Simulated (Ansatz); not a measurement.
# SiH3 on the 1x1 (10-10) surface of wurtzite AlN (cut with top plane Al + N), one in a 2x1 cell, started at the site 'top Al #2'

Host crystal: wurtzite AlN, with a band gap (PBE, scalar-relativistic without spin-orbit coupling).

Method: r2SCAN, at the PBE geometry and the start's symmetry (plane waves to 500 eV, PAW; Ansatz, a first-principles code).

Set-up: 36 atoms, 8.9 Å thick at the start under the adsorbate (thin: gaps and levels are the slab's own); mesh 3x4x1; 0.01 eV smearing; dipole correction on; single point; no symmetry held, on the structure that PBE left; spin-polarised, ending with about 1.0 μB a cell; orders that need a larger cell were not tried, no spin-orbit, no U, no dispersion correction. The program's check for a lower electronic state was not made. At the end it is bonded to N. In PBE it is, or lies within 0.03 eV of, the lowest of the starts that converged; the order may differ at this level.

```json
{
  "adsorption energy against SiH4(g) − ½ H2(g) at the same level": "-0.34 eV",
  "change_of_the_step_from_the_bottom_to_the_top_vacuum_level_against_the_clean_slab": "0.59 eV",
  "height of the binding atom over the mean of the host atoms within 0.3 Å of the top one": "184.4 pm",
  "magnetic_moment_of_the_cell": "1.00 μB",
  "nearest_host_atoms_of_the_binding_atom": "N at 1.79 Å, Al at 2.89 Å, Al at 3.01 Å",
  "note": "in the relaxation the adsorbate left its starting site by 1.4 Å",
  "cost": "around 11 core-minutes (rough)"
}
```

A negative adsorption energy means that the adsorbate is more stable on the surface than in its reference.
